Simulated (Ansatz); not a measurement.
# What pressure 2.1 GPa does to SnTe

The reference is SnTe in the rock salt structure (space group Fm-3m, No. 225; a = 6.4093 Å).

It is then changed as follows: a hydrostatic pressure of 2.1 GPa.

All numbers come from Ansatz (a first-principles code) PBE, scalar-relativistic without spin-orbit coupling. Settings: 13×13×13 k-points, 0.05 eV Fermi–Dirac smearing.

```yaml
volume_per_atom: 31.41 Å³ (base 32.91 Å³)
density: 6.51 g/cm³ (base 6.21 g/cm³)
shortest_interatomic_distance: 3.155 Å (base 3.205 Å)
band_gap: "0.08 eV (uncertain: the edges found look like a band crossing or inverted bands; the changed cell) (base 0.05 eV)"
```

With Te present, leaving out spin-orbit coupling can change the band edges. Load acts through the strain it causes; cell and atoms are relaxed under it. Stability against distortions was not tested. A zero or small gap of SnTe can be the functional's error rather than a property of the material.
